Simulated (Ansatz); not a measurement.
Abridged Ansatz (a program for electronic structure) output:

```
Pseudopotential: Al, paw, valence charge 3
Crystal: 1 atoms, lattice volume = 16.173 Å³
Basis set: ecut = 420 eV, 331 PW (Γ), exchange–correlation on 40×40×40 points (8 copies of the dense FFT grid, shifted against one another)
Bands: 6, of which v1, the nominal top of the filled ones, is band 2 counted from 1 (1 counted from 0)
Symmetry: 48 space group operations
k-points: 256 of 8000
Functional: x = pbesol(κ = 0.804, μ = 0.12345679012345678), c = pbesol(β = 0.046)
SCF iter   1: F=—  HF=-524.549462 eV  |F-HF|=—  |Δ(HF+E_count)|=         —  Δρ=8.10e-4  dr2=5.65e-5  ethr=1.77e-3  ⟨swp⟩=4.8  Hψ=13428  notcnv=0
SCF iter   2: F=—  HF=-524.549481 eV  |F-HF|=—  |Δ(HF+E_count)|=   1.92e-5  Δρ=4.11e-4  dr2=1.46e-5  ethr=1.88e-6  ⟨swp⟩=1.6  Hψ=3766  notcnv=0  defer=3
SCF 1 converged in 6 iterations: F = -524.549485 eV  dr2 = 9.18e-12
SCF converged after 6 iterations
Free energy (F): -524.549485 eV
Internal energy: -524.545857 eV  (E = F + TS)
E sigma→0 (E₀):  -524.547671 eV
Entropy (-TS):   -0.003629 eV (-3.629 meV/atom)
Fermi energy:    8.141863 eV
--- Forces (eV/Å), atoms counted from 1 ---
  atom   1  Al    -0.00000000    -0.00000000     0.00000000
--- Stress (GPa, compression-positive) ---
        0.001487      -0.000000       0.000000
        0.000000       0.001487       0.000000
       -0.000000       0.000000       0.001487
  P = ⅓ Tr σ = 0.0015 GPa (0.015 kbar)
```

Question: What was computed, and what are the main results?

Answer: Al, 1 atom in the cell, with PBEsol, PAW, 420 eV (Ansatz; no SOC). The last SCF converged to F = -524.549485 eV, or -524.5495 eV per atom, at a pressure of 0.00 GPa. The total energy compares only with runs of the same code, potentials and settings.

Whether these cells are dynamically stable was not tested. The cell is Al in the fcc (Cu type) structure (space group Fm-3m, No. 225).
